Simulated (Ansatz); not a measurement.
Band structure of AgO (F-43m, 2 atoms in the cell).

```
CELL_PARAMETERS angstrom
      0.00000     2.53352     2.53352
      2.53352     0.00000     2.53352
      2.53352     2.53352     0.00000
ATOMIC_POSITIONS crystal
  Ag 0.00000 0.00000 0.00000
  O  0.25000 0.25000 0.25000
```

Level of theory: PBEsol, PAW files made with PBE (plane waves; Ansatz, a first-principles code).

Settings: kpoints.mp_grid.grid = 15 15 15; hamiltonian.xc = pbesol; hamiltonian.pseudopotentials = {kind: paw} (an earlier, softer set of the program's PAW files); scf.occupations.method = fermi_dirac; scf.occupations.width = 0.0073 Ry; kpoints.band_path.npoints = 8.

The starting cell comes from a database of computed structures (which also holds hypothetical and non-ambient phases and stackings), without a prior relaxation at this level.

Levels in eV from the Fermi level, bands 10 to 16:
| point | 10 | 11 | 12 | 13 | 14 | 15 | 16 |
|---|---|---|---|---|---|---|---|
| Γ | -2.80 | 0.35 | 0.73 | 0.73 | 0.73 | 13.28 | 13.28 |
| X | -2.54 | -1.64 | -1.19 | -1.19 | 5.80 | 8.10 | 11.01 |
| W | -2.19 | -2.18 | -2.09 | -0.60 | 7.34 | 8.10 | 9.71 |
| K | -2.68 | -2.32 | -1.19 | -0.70 | 6.88 | 7.82 | 9.16 |
| L | -2.66 | -2.52 | -0.03 | -0.03 | 5.13 | 6.58 | 13.11 |
| U | -2.68 | -2.32 | -1.19 | -0.70 | 6.88 | 7.82 | 9.16 |

Bands cross the Fermi level along this path, so the cell is metallic at this level.

Keys are those of Ansatz 0.2.
